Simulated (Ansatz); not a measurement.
SiC (P6_3mc) under hydrostatic pressure (compression positive): hole mass along z by PBE with spin-orbit coupling, rigid bands (plane waves, PAW; Ansatz, a quantum-chemistry and plane-wave program). The unloaded cell, whose axes the loads refer to:

```cif
data_C2Si2
_chemical_formula_sum 'Si2 C2'
_space_group_name_H-M_alt 'P 1'
_space_group_IT_number 1
_cell_length_a 3.07597
_cell_length_b 3.07597
_cell_length_c 5.04775
_cell_angle_alpha 90.000
_cell_angle_beta 90.000
_cell_angle_gamma 120.000
loop_
_space_group_symop_operation_xyz
  'x, y, z'
loop_
_atom_site_label
_atom_site_type_symbol
_atom_site_fract_x
_atom_site_fract_y
_atom_site_fract_z
_atom_site_occupancy
Si1 Si 0.33333 0.66667 0.99959 1
Si2 Si 0.66667 0.33333 0.49959 1
C1 C 0.33333 0.66667 0.37541 1
C2 C 0.66667 0.33333 0.87541 1
```

```json
[
 {"hydrostatic pressure (compression positive) (GPa)": "-15", "volume per atom (Å³)": "11.19", "hole mass along z (mₑ)": "1.45"},
 {"hydrostatic pressure (compression positive) (GPa)": "-10", "volume per atom (Å³)": "10.86", "hole mass along z (mₑ)": "?"},
 {"hydrostatic pressure (compression positive) (GPa)": "-5", "volume per atom (Å³)": "10.59", "hole mass along z (mₑ)": "1.48"},
 {"hydrostatic pressure (compression positive) (GPa)": "0", "volume per atom (Å³)": "10.34", "hole mass along z (mₑ)": "1.50"},
 {"hydrostatic pressure (compression positive) (GPa)": "5", "volume per atom (Å³)": "10.12", "hole mass along z (mₑ)": "1.51"},
 {"hydrostatic pressure (compression positive) (GPa)": "10", "volume per atom (Å³)": "9.92", "hole mass along z (mₑ)": "1.51"},
 {"hydrostatic pressure (compression positive) (GPa)": "20", "volume per atom (Å³)": "9.57", "hole mass along z (mₑ)": "1.54"}
]
```

**Question.** Fit a straight line to ln(hole mass along z) against the load over the rows given, and predict the row at -10 GPa.

**Answer.** The means are x̄ = 2.500 GPa and ȳ = 0.4042; Σ(x − x̄)(y − ȳ) = 1.221 and Σ(x − x̄)² = 737.5, so the slope is 0.166 % per GPa, and the rows given lie within 0.54 % of the line. At -10 GPa the line gives 1.47 mₑ; the calculation gives 1.47 mₑ, 0.18 % from it.

Masses are for dilute carriers at 300 K, harmonic means over directions unless an axis is named. Stresses and pressures are the targets of the relaxation. The structure type is held at every load. Geometry: cell and atoms relaxed with PBEsol.
